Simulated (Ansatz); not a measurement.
A (6,0) silicon nanotube, stretched and compressed along its axis from its relaxed period of 6.655 Å, atoms relaxed at each length.

Calculation: PBE (plane waves to 420 eV, PAW; Ansatz, a first-principles code). Mesh 1×1×12. No spin polarisation. Isolated but for its images some 11 Å away. A hypothetical model, rolled from the flat sheet. Only distortions within the start's symmetry and period were free. Buckling under compression is shut out by symmetry and the short period. Energies are free energies at a Fermi–Dirac width of 0.05 eV, from the unstrained cell.

```json
[
 {"strain (%)": "-3.0", "energy (meV a period)": "+224", "axial force (nN)": "-3.59"},
 {"strain (%)": "-1.5", "energy (meV a period)": "+56", "axial force (nN)": "-1.83"},
 {"strain (%)": "0.0", "energy (meV a period)": "0", "axial force (nN)": "0.00"},
 {"strain (%)": "+1.5", "energy (meV a period)": "+56", "axial force (nN)": "+1.79"},
 {"strain (%)": "+3.0", "energy (meV a period)": "+219", "axial force (nN)": "+3.50"},
 {"strain (%)": "+6.0", "energy (meV a period)": "+859", "axial force (nN)": "+6.75"}
]
```

The slope of the force at zero strain is 120 nN.
